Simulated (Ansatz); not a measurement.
## ScPt in the CsCl type structure (space group Pm-3m, No. 221)

```cif
data_PtSc
_chemical_formula_sum 'Sc1 Pt1'
_space_group_name_H-M_alt 'Pm-3m'
_space_group_IT_number 221
_space_group_name_Hall '-P 4 2 3'
_cell_length_a 3.25998
_cell_length_b 3.25998
_cell_length_c 3.25998
_cell_angle_alpha 90.000
_cell_angle_beta 90.000
_cell_angle_gamma 90.000
loop_
_atom_site_label
_atom_site_type_symbol
_atom_site_symmetry_multiplicity
_atom_site_Wyckoff_symbol
_atom_site_fract_x
_atom_site_fract_y
_atom_site_fract_z
_atom_site_occupancy
Sc1 Sc 1 b 0.50000 0.50000 0.50000 1
Pt1 Pt 1 a 0.00000 0.00000 0.00000 1
```

The values are results of PBEsol, PAW, 420 eV (Ansatz, an electronic-structure program; without spin-orbit coupling), not measurements. k-mesh 14×14×14 (Γ-centred); smearing 0.05 eV (Fermi–Dirac).

```yaml
volume_per_atom: 17.32 Å³
density: 11.51 g/cm³
band_gap: zero
total_energy: -7248.803 eV/atom (σ→0; compares only within this code and set-up)
```

No phonon test of stability was made. The final runs are not spin-polarised.
